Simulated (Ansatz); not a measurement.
Consider TiO2 in the anatase structure (space group I4_1/amd, No. 141; a = 3.7779 Å, c = 9.5838 Å).

Calculations: r2SCAN, PAW, 500 eV (Ansatz, a quantum-chemistry and plane-wave program; spin-orbit coupling left out).

```
level   band gap
------  --------
r2SCAN   2.53 eV
```

Measured: band gap 3.42 eV (0 K or low temperature; as listed in Wei Kang, Mark S. Hybertsen, Physical Review B (2010)).

Computed minus measured — band gap: r2SCAN -0.89 eV. Measured values not marked as corrected hold thermal and zero-point effects that the static-lattice runs lack. A measured gap can be an optical one, lowered by exciton binding.

Gaps are Kohn–Sham eigenvalue differences; semilocal functionals usually give less than the measured gap. Stability against distortions was not tested. All final runs are without spin polarisation.
